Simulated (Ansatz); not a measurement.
The reference is ZnGeP2 in the chalcopyrite structure (space group I-42d, No. 122; a = 5.424 Å, c = 10.710 Å).

All numbers come from Kohn–Sham DFT with the PBEsol functional, run in Ansatz (an electronic-structure program) with PAW and 420 eV plane waves, without spin-orbit coupling, earlier PAW set.

Before the change:

The volume per atom is 19.69 Å³ and the width of the top valence band is 1.50 eV. The band gap is 1.07 eV.

Now apply this change: a hydrostatic pressure of 30 GPa.

**Question.** Estimate the effect on the volume per atom, width of the top valence band and band gap.

**Answer.** The volume per atom falls by 3.885 Å³ to 15.81 Å³; the width of the top valence band rises by 0.62 eV to 2.12 eV; the band gap shrinks by 0.44 eV, from 1.07 eV to 0.63 eV.

Load acts through the strain it causes; cell and atoms are relaxed under it. Stability against distortions was not tested. No other phases were tried under pressure.
